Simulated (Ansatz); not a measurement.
```
CELL_PARAMETERS angstrom
      3.94167     0.00000     0.00000
      0.00000     3.94167     0.00000
      0.00000     0.00000     3.77748
ATOMIC_POSITIONS crystal
  Cu 0.50000 0.00000 0.00000
  Cu 0.00000 0.50000 0.00000
  Cu 0.00000 0.00000 0.50000
  N  0.00000 0.00000 0.00000
```

No spin polarisation.

All numbers come from PBE in Ansatz (plane waves to 420 eV, PAW, without spin-orbit coupling). k-mesh 9×9×9 (Γ-centred); smearing 0.05 eV (Fermi–Dirac).

Q: Predict the electron mass, band gap and space group.

A: 
```json
{
  "electron_mass": "2.0 mₑ out of plane, 0.17 mₑ in plane (at M)",
  "band_gap": "0.35 eV",
  "space_group": "P4/mmm (No. 123)"
}
```

The cells carry an imposed strain or load. Masses are band curvatures over ±0.01 Å⁻¹ around the edge. Whether these cells are dynamically stable was not tested. The final runs are not spin-polarised. The cell was made from Cu3N (space group Pm-3m, No. 221) by this change: biaxial strain +3.00 %, plane normal [001], relaxed out of plane.

Ansatz is a quantum-chemistry and plane-wave program.
